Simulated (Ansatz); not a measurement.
The parent structure is CdO in the rock salt structure (space group Fm-3m, No. 225).

```
CdO
1.0
    0.00000     2.34512     2.34512
    2.34512     0.00000     2.34512
    2.34512     2.34512     0.00000
O Cd
1 1
Direct
  0.00000   0.00000   0.00000
  0.50000   0.50000   0.50000
```

The values are results of PBEsol/PAW in Ansatz (a program for electronic structure), no SOC, not measurements.

Base values:

The volume per atom comes out as 12.90 Å³.

Modification: a hydrostatic pressure of 18 GPa.

**Question.** How does this affect the volume per atom?

**Answer.** The volume per atom decreases by 1.204 Å³ (12.90 Å³ → 11.69 Å³).

The mesh was chosen for an insulator and is coarse for the gapless case. Load acts through the strain it causes; cell and atoms are relaxed under it. Stability against distortions was not tested. Competing high-pressure phases were not computed. The final runs are not spin-polarised.
